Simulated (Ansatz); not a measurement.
# TiO2, response to strain

The parent structure is TiO2 in the rutile structure (space group P4_2/mnm, No. 136; a = 4.597 Å, c = 2.954 Å). Axes: x, y, z lie along a, b, c of the conventional cell.

Strains are applied to the cell and any free atomic positions relax; under biaxial strain the out-of-plane vector relaxes too.

Levels (all Ansatz, a program for electronic structure, PAW, earlier PAW set): r2SCAN (500 eV, no spin-orbit coupling); HSE06 (420 eV, spin-orbit coupling left out).

Band gaps by level, all at the geometries relaxed with r2SCAN:

| case | r2SCAN | HSE06 |
|---|---|---|
| base | 2.22 eV | 3.38 eV |
| biaxial strain −2.05 %, plane normal [001], relaxed out of plane | 2.24 eV | 3.43 eV |
| biaxial strain +0.63 %, plane normal [001], relaxed out of plane | 2.23 eV | 3.38 eV |
| isotropic strain −2.43 % | 2.34 eV | 3.52 eV |

Single points use the geometry relaxed with r2SCAN. Whether these cells are dynamically stable was not tested. The final runs are not spin-polarised.
